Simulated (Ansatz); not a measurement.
Consider Ru in the hcp (Mg type) structure (space group P6_3/mmc, No. 194; a = 2.705 Å, c = 4.260 Å).

Method: r2SCAN (Ansatz, a quantum-chemistry and plane-wave program), spin-orbit coupling left out.

One change was made to it. Results:

```tsv
quantity	base	after
lattice parameter a	2.705 Å	2.736 Å
c/a ratio	1.575	1.799
```

Q: What was done to the base?
A. Ru → Os
B. Ru → Mo
C. Ru → Si

A: B, Ru → Mo. For comparison, the c/a ratio in the other runs: Ru → Si gives 1.714; Ru → Os gives 1.576.

Stability against distortions was not tested. For Mo and Si in this form, whether it has been made was not checked. All final runs are without spin polarisation. This is not the structure that Mo has at room temperature and ambient pressure. This is not the structure that Si has at room temperature and ambient pressure.
